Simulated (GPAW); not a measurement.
σyz against shear in bcc W (space group 229): C44 (GPAW, LDA)

```
W
1.0
   -1.56597     1.56910     1.56910
    1.56597    -1.56284     1.56284
    1.56597     1.56284    -1.56284
W
1
Direct
  0.00000   0.00000   0.00000
```

Method of the run: LDA (Perdew-Wang 92), GPAW PAW datasets LDA (gpaw-data 1.0.1) (plane waves; GPAW 25.7.0). Settings: mode = pw; ecut = 585 eV; xc = LDA; kpts = 38 38 38; mesh shift (steps) = 0 0 0; occupations.name = fermi-dirac; occupations.width = 0.05 eV; nbands = -7; convergence.density = 1e-06 e/electron; convergence.energy = 1e-06 eV/electron; symmetry.symmorphic = false; symmetry.tolerance = 0.0005; maxiter = 100. The cell above is the first row's. The rows shear the cubic cell: the yz and zy parts of the deformation are each γ/2. At γ = 0 the shear stress vanishes by symmetry. Stress is positive in tension. In all rows the k mesh is held.

```csv
γ (%),σyz (GPa)
0.4,0.608
0.8,1.214
1.2,1.818
1.6,2.419
2.0,3.022
2.4,3.626
2.8,?
```

Question: Fit σyz against γ with a straight line, and predict the withheld value at γ = 2.8.

Answer: With u = γ - 1.4, the rows have u = -1.0000, -0.6000, -0.2000, 0.2000, 0.6000, 1.0000. Means: u 0, σyz 2.1178. About the means, the sum of products is 4.2230 and the sum of squares of u is 2.8000; the slope is their ratio. Least squares gives σyz = 2.1178 + 1.50821·u. Residuals (row less fit): -0.0016, 0.0011, 0.0018, -0.0004, -0.0007, 0.0000; standard error 0.0014 (degrees of freedom: 4). The slope of the line, 1.50821 GPa per cent, gives C44 ≈ 100 × 1.50821 = 151 GPa, for the static lattice. At the withheld row, u = 1.4000, so σyz = 2.1178 + 1.50821 × 1.4000 = 4.2293 GPa. The calculation gives 4.233 GPa, 0.0037 GPa above the prediction (0.1 % of the range of σyz in the table). The row lies outside the fitted rows, so this is an extrapolation. From the scatter of the fitted rows alone, a prediction at this place has a standard error of 0.0019 GPa, so the miss is 1.9 times that.

Carrying the step between the two nearest rows on in a straight line would have given 4.230, off by 0.003; series whose last step already gives the withheld value aren't shown. The reference cell has the volume at which an earlier scan in this program and functional put its minimum by a fit. The unstrained cell stands at a pressure of -0.03 GPa, and the constants belong to that pressure. Spin polarisation is off. Spin-orbit coupling is off. Without a gap such slopes are sensitive to mesh and smearing. Cutoffs and mesh are single choices, not tested for convergence of this quantity. Series with a scatter that would blur these digits, or in which a gap closes, are not shown. Strain series were run only where this level's volume lies within 10 % of a first guess from the measured size.
